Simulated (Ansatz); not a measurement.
Start from MgInGaO₄ (space group R3m, No. 160; a = 3.344 Å, c = 25.299 Å (hexagonal axes); a hypothetical phase, not in the database extracts checked).

Levels (all Ansatz, a first-principles code, PAW): PBEsol (420 eV, no spin-orbit coupling); HSE06 (420 eV, no spin-orbit coupling).

Its gap is 2.07 eV with PBEsol and 3.71 eV with HSE06.

Now apply this change: an isotropic linear strain of +1.55 %; the atoms relax in the strained cell.

With PBEsol the gap becomes 1.80 eV.

### Question
If the HSE06 correction stayed the same, what would the HSE06 gap be, and what does the HSE06 run give?

### Answer
A rigid correction of +1.64 eV gives 3.44 eV. The HSE06 run gives 3.41 eV, so the two effects roughly add.

Single points use the geometry relaxed with PBEsol. HSE06 gaps are upper bounds (no full band path). Whether these cells are dynamically stable was not tested.
